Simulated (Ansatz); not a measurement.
## wurtzite AlN: the defect Al vacancy + O on the N site

Computed with PBE, PAW (plane waves to 420 eV; Ansatz, a first-principles code). The supercell holds 96 host sites (3×2×2 repeats of the unit cell), with a 2×2×2 shifted k-point sampling for the final energies. Sites at the start: the Al site; N 1.90 Å away. Energies of charged states are corrected for periodic images (point charge plus alignment at distant sites). Dielectric constants: PBE linear response of the host. Host gap at this level: 4.03 eV. Finite-size and sampling errors can reach tenths of an eV here. Levels are measured in PBE's own, too narrow, gap. Spin–orbit coupling is left out. Each state is the lowest found from its start.

Formation energies E_f are given with the Fermi level at the valence-band maximum. Chemical conditions: Al-rich (Δμ(Al) = 0.00 eV, Δμ(N) = -2.74 eV, Δμ(O) = -4.96 eV, bounded by corundum; only phases computed here count, gases as isolated molecules at 0 K); N-rich (Δμ(Al) = -2.74 eV, Δμ(N) = 0.00 eV, Δμ(O) = -3.14 eV, bounded by corundum; only phases computed here count, gases as isolated molecules at 0 K). Reference phases: Al: fcc Al, N: N2 molecule in a box, O: O2 molecule in a box.

```tsv
charge	moment (μB)	largest move off a lattice site (Å)	image correction with alignment (eV)	E_f, Al-rich (eV)	E_f, N-rich (eV)	above the lowest spin state (eV)
+1	1.0	0.28	-0.01	6.28	4.46	0.00
+1	3.0	0.29	-0.01	6.35	4.52	0.06
0	2.0	0.28	0.00	6.40	4.58	0.00
0	not spin-polarised	0.28	0.00	6.76	4.94	0.36
−1	1.0	0.29	0.42	7.52	5.70	0.00
−1	1.0	0.29	0.42	7.53	5.70	0.00
−2	not spin-polarised	0.31	1.27	9.44	7.61	0.00
−2	0.0	0.31	1.27	9.44	7.61	0.00
```

Starting moments that weren't kept: charge −1 began with 3 μB and ended with 1.0; charge −2 began with 2 μB and ended with 0.0.

Transition levels above the valence-band maximum: ε(+1/0) = 0.12 eV; ε(0/−1) = 1.12 eV; ε(−1/−2) = 1.91 eV. On the lower envelope of the bound states, inside the gap: (+1/0) at 0.12 eV; (0/−1) at 1.12 eV; (−1/−2) at 1.91 eV.

Flagged in the runs: a host whose relaxation on this sampling wasn't shown to rest.

All states together cost about 3 core-hours (a rough figure).
